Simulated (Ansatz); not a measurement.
For InAs (model structure, started from the h-BN type, P6₃/mmc, No. 194, 4 atoms in the cell), PBE in Ansatz (plane waves, PAW) gives:

| Quantity | Result |
|---|---|
| equilibrium lattice constant a | 4.716 Å |
| c axis length | 5.928 Å |

Q: What does PBE-D3(BJ) in Ansatz (plane waves, PAW) give for the same quantities?

A: 
- lattice constant a: 4.654 Å (shrinks by 1.3 %)
- lattice parameter c: 5.855 Å (shrinks by 1.2 %)

Changes are worked out from the printed values.

Unless a cell is named, each level is at its own relaxed cell (PBE 28.54, PBE-D3(BJ) 27.46 Å³/atom).

Ansatz's density-functional and Hartree–Fock values are scalar-relativistic unless marked +SOC, with PAW data made under PBE.

A model structure was made by putting elements into a prototype or built by hand; it is no filed structure, need not be a known phase, and can be a saddle point held by its symmetry.

Ansatz is a program for electronic structure.
